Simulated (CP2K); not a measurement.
**One base run on CaVCu₃Se₄ (P-43m, 9 atoms in the cell) and variants with one or two settings moved**

```yaml
crystal:
  lattice:
    - [5.95306, 0.00000, 0.00000]
    - [0.00000, 5.95306, 0.00000]
    - [0.00000, 0.00000, 5.95306]
  atoms:
    - { symbol: Ca, position: [0.50000, 0.50000, 0.50000] }
    - { symbol: V, position: [0.00000, 0.00000, 0.00000], spin: 2.0 }
    - { symbol: Cu, position: [0.00000, 0.50000, 0.00000] }
    - { symbol: Cu, position: [0.50000, 0.00000, 0.00000] }
    - { symbol: Cu, position: [0.00000, 0.00000, 0.50000] }
    - { symbol: Se, position: [0.23200, 0.23200, 0.23200] }
    - { symbol: Se, position: [0.23200, 0.76800, 0.76800] }
    - { symbol: Se, position: [0.76800, 0.76800, 0.23200] }
    - { symbol: Se, position: [0.76800, 0.23200, 0.76800] }
```
(The spins are starting values, not results.)

Base run A: CP2K with PBEsol, GPW, DZVP-MOLOPT-SR-GTH basis, GTH-PBE potentials (GTH_POTENTIALS), self-consistent single point.

Its settings: UKS = T; CUTOFF = 600 Ry; REL_CUTOFF = 50 Ry; SMEAR/METHOD = GAUSSIAN; SIGMA = 0.136 eV; KPOINTS/SCHEME = MONKHORST-PACK 2 2 2; GAMMA_CENTERED = T; XC_FUNCTIONAL = PBE:PBESOL; Ca/BASIS_SET = DZVP-MOLOPT-SR-GTH-q10; Ca/POTENTIAL = GTH-PBE-q10; V/BASIS_SET = DZVP-MOLOPT-SR-GTH-q13; V/POTENTIAL = GTH-PBE-q13; Cu/BASIS_SET = DZVP-MOLOPT-SR-GTH-q11; Cu/POTENTIAL = GTH-PBE-q11; Se/BASIS_SET = DZVP-MOLOPT-SR-GTH-q6; Se/POTENTIAL = GTH-PBE-q6; MULTIPLICITY = 3; METHOD = GPW; EPS_DEFAULT = 1e-10; NGRIDS = 5.

The starting cell comes from a database of computed structures (which also holds hypothetical and non-ambient phases and stackings), without a prior relaxation at this level. With one magnetic atom in the cell only a parallel order is possible. Values carry the incompleteness of an atom-centred basis. The potentials were made for another functional than the one used. Without a gap this mesh is coarse (it stands for a supercell whose shortest vector is 12 Å).

ΔF is the free energy per atom less that of run A. A dash stands where there is no value to compare (another energy zero or no entropy term, no result, no spin, no clean gap, or a mesh too coarse for one). Absolute energies have different zeros for different potentials, functionals, Hubbard and dispersion terms and are not compared across them.

```csv
run,change,ΔF (meV/atom),pressure (GPa),largest force (eV/Å),size of the net moment (μB/atom)
A,base,0.00,-1.97,0.160,0.22
B,EPS_SCF: 1e-06 → 1e-08,0.00,-1.97,0.160,0.22
C,lattice scaled by 1.03,54.3,-5.80,0.655,0.21
D,CUTOFF: 600 Ry → 690 Ry,-0.48,-1.96,0.160,0.22
E,XC_FUNCTIONAL: PBE:PBESOL → GGA_X_PW91 + GGA_C_PW91 [PW91],–,0.69,0.066,0.22
F,MIXING/ALPHA: 0.2 → 0.8,0.00,-1.97,0.160,0.22
G,REL_CUTOFF: 50 Ry → 20 Ry,-19.2,-1.17,0.075,0.22
```

Run E against A: The pressure goes from -1.97 to 0.69 GPa, the largest force goes from 0.160 to 0.066 eV/Å and the size of the net moment stays at 0.22 μB/atom.

Run C against A: The free energy rises by 54.3 meV/atom, the pressure goes from -1.97 to -5.80 GPa, the largest force goes from 0.160 to 0.655 eV/Å and the size of the net moment moves little (0.22 to 0.21 μB/atom).

Run D against A: The free energy hardly moves (within 1 meV/atom), the pressure hardly changes (-1.97 to -1.96 GPa), the largest force stays at 0.160 eV/Å and the size of the net moment stays at 0.22 μB/atom.
